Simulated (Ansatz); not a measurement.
We consider CsCl-type CaO (model structure) (like a known high-pressure phase), described by LDA (PAW; Ansatz, a program for electronic structure).

Run with plane-wave cutoff 500 eV, 14×14×14 k mesh, Fermi–Dirac smearing 0.05 eV, scalar-relativistic PAW data made under PBE.

Cell (relaxed at this level):

Space group Pm-3m (No. 221); a = b = c = 2.8480 Å, α = β = γ = 90.00°

```json
[
 {"atom": "Ca", "site": "1a", "symmetry": "m-3m", "x": "0.0000", "y": "0.0000", "z": "0.0000"},
 {"atom": "O", "site": "1b", "symmetry": "m-3m", "x": "0.5000", "y": "0.5000", "z": "0.5000"}
]
```

### Question
Predict the band gap.

### Answer

- band gap: 2.58 eV (on the SCF k mesh)

The computed numbers hold no vibrational or temperature effects.

The result took about 10 core-seconds (a rough figure).

A model structure was made by putting elements into a prototype or built by hand; it is no filed structure, need not be a known phase, and can be a saddle point held by its symmetry.
